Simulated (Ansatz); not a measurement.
Take GaSb in the zinc blende structure (space group F-43m, No. 216) as the base.

```yaml
crystal:
  lattice:
    - [0.00000, 3.05574, 3.05574]
    - [3.05574, 0.00000, 3.05574]
    - [3.05574, 3.05574, 0.00000]
  atoms:
    - { symbol: Sb, position: [0.75000, 0.75000, 0.75000] }
    - { symbol: Ga, position: [0.00000, 0.00000, 0.00000] }
```

Cartesian axes are those of the cell as printed.

All numbers come from PBEsol (Ansatz, a first-principles code; PAW; 420 eV plane waves; no spin-orbit coupling).

For the base:

The band gap is zero and the shortest interatomic distance is 2.646 Å.

It is then changed as follows: a free-standing slab of 6 layers (12 atoms, 2 a layer) is cut normal to [110], with 15 Å of vacuum and the in-plane cell held at bulk.

Problem. Predict the new band gap, excess energy per area of both faces, valence-band top at Γ, gap character and shortest interatomic distance.

Solution. The band gap changes from zero to 0.43 eV; the excess energy per area of both faces (slab less bulk energy over the cell's area: twice a surface energy) amounts to 1.1 J/m² (uncertain by up to 0.07 J/m²); the valence-band top at Γ (three highest levels, from the VBM) amounts to 0.00, -0.26, -0.49 eV; the gap character amounts to indirect, Γ → Γ–Z (75 % along); the shortest interatomic distance shrinks by 0.024 Å to 2.622 Å.

Slab and bulk use different k-meshes, which limits the precision of the excess energy. With Sb present, leaving out spin-orbit coupling can change the band edges. No phonon test of stability was made. The final runs are not spin-polarised. A zero or small gap of GaSb can be the functional's error rather than a property of the material. k-point labels follow each cell's own Brillouin zone.
